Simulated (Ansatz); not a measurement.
## Hypothetical P-6m2 Ti2InB2: isotropic strain +2.42 %

The reference is Ti2InB2 (space group P-6m2, No. 187; a = 3.0557 Å, c = 7.8293 Å; a hypothetical phase, not in the database extracts checked).

Modification: an isotropic linear strain of +2.42 %, atoms relaxed at fixed cell.

Computed with PBEsol (Ansatz, a first-principles code; PAW; 420 eV plane waves; scalar-relativistic without spin-orbit coupling). Settings: 17×17×6 k-points, 0.05 eV Fermi–Dirac smearing.

```csv
quantity,base,changed,shift
volume per atom,12.66 Å³,13.60 Å³,+0.94 Å³
space group,P-6m2 (No. 187),P-6m2 (No. 187),–
shortest interatomic distance,1.764 Å,1.807 Å,+0.043 Å
energy relative to the base (free energy F),0 meV/atom,+30 meV/atom,+30 meV/atom
"pressure (mean of the normal stresses, compression positive)",0.0 GPa,-9.7 GPa,-9.7 GPa
band gap,zero,zero,–
largest internal atomic displacement,–,0.029 Å,–
```

No phonon test of stability was made. All final runs are without spin polarisation. An odd electron count without spin: Ti2InB2.
